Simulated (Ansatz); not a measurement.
## GaAs, alloy series

Start from GaAs in the zinc blende structure (space group F-43m, No. 216; a = 5.6594 Å).

The other end (x = 1) is InAs in the zinc blende structure (space group F-43m, No. 216): 28.20 Å³/atom, gap zero.

In replaces a fraction x of Ga; each row is one arrangement (x, atoms in the cell, starting space group or random), fully relaxed.

Level of theory: DFT with PBEsol, PAW potentials and a 420 eV plane-wave cutoff in Ansatz (a quantum-chemistry and plane-wave program), scalar-relativistic without spin-orbit coupling, earlier PAW set.

Candidates:
(a) x(In) = 0.5, 4 atoms, P-4m2
(b) x(In) = 0.75, 8 atoms, Amm2
(c) x(In) = 0.25, 8 atoms, P-4m2
(d) x(In) = 0.333, 6 atoms, P3m1

Before the change:

```
Item                Value
---------------  --------
Volume per atom  22.66 Å³
```

Question: Order them by volume per atom, lowest first.

Answer: (c) x(In) = 0.25, 8 atoms, P-4m2 (23.98 Å³), (d) x(In) = 0.333, 6 atoms, P3m1 (24.49 Å³), (a) x(In) = 0.5, 4 atoms, P-4m2 (25.34 Å³), (b) x(In) = 0.75, 8 atoms, Amm2 (26.79 Å³)

These are small ordered cells, not random alloys; other orderings at the same x differ. No phonon test of stability was made. The final runs are not spin-polarised. Gaps under 0.05 eV, about the width of the smearing, are given as zero. A zero or small gap of InGaAs2, InAs, In3GaAs4 and InGa3As4 can be the functional's error rather than a property of the material.
